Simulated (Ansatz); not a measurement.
We consider LaBeNO (model structure, started from the LaZnOP type, P4/nmm, No. 129, 8 atoms in the cell), described by r²SCAN (Ansatz, a quantum-chemistry and plane-wave program, plane waves, PAW).

Settings: plane-wave cutoff 560 eV, 10×10×4 k mesh (along the axes of the cell as run), Fermi–Dirac smearing 0.01 eV, scalar-relativistic PAW data made under PBE.

Cell (relaxed at this level):

```xyz
8
Lattice="3.5802 0.0000 0.0000 0.0000 3.5802 0.0000 0.0000 0.0000 7.8734" Properties=species:S:1:pos:R:3 pbc="T T T"
La     0.0000     1.7901     6.4611
La     1.7901     0.0000     1.4123
Be     0.0000     0.0000     3.9367
Be     1.7901     1.7901     3.9367
N      1.7901     0.0000     4.6132
N      0.0000     1.7901     3.2602
O      1.7901     1.7901     0.0000
O      0.0000     0.0000     0.0000
```

Problem. What does this level give for the band gap and bulk modulus B0?

Solution. 
- band gap = 2.45 eV (on the SCF k mesh)
- bulk modulus B0 = 118 GPa

Note: the bulk modulus is −V dP/dV from two relaxed cells at ±2 % in volume; the relaxation could raise the start's symmetry but not lower it, so the cell can be a saddle point.

Spin–orbit coupling is not included.

The computed numbers hold no vibrational or temperature effects.

A model structure was made by putting elements into a prototype or built by hand; it is no filed structure, need not be a known phase, and can be a saddle point held by its symmetry.
